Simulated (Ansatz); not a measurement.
## A computed series for YN: element substitutions

Consider YN in the rock salt structure (space group Fm-3m, No. 225; a = 4.856 Å).

Each row replaces one element on all its sites; cell and atoms are relaxed.

Levels (all Ansatz, a first-principles code, PAW, earlier PAW set): PBEsol (420 eV, no SOC); r2SCAN (500 eV, no spin-orbit coupling); PBEsol+SOC (420 eV, spin-orbit coupling included).

Band gaps by level, all at the geometries relaxed with PBEsol:

```
case     PBEsol   r2SCAN  PBEsol+SOC
------  -------  -------  ----------
base    0.07 eV  0.54 eV     0.06 eV
N → F      zero     zero        zero
Y → Al  4.55 eV  5.47 eV     4.54 eV
```

Single points use the geometry relaxed with PBEsol. The spin-orbit shifts are approximate. Whether these cells are dynamically stable was not tested. As relaxed here, YF is a hypothetical phase, not in the database extracts checked. For AlN in this form, whether it has been made was not checked. The runs without spin-orbit coupling are not spin-polarised. YF has a high density of states at the Fermi level and may be magnetic at this level. This is not the structure that AlN has at room temperature and ambient pressure. The zero or small gap of YN can change with the level of theory.
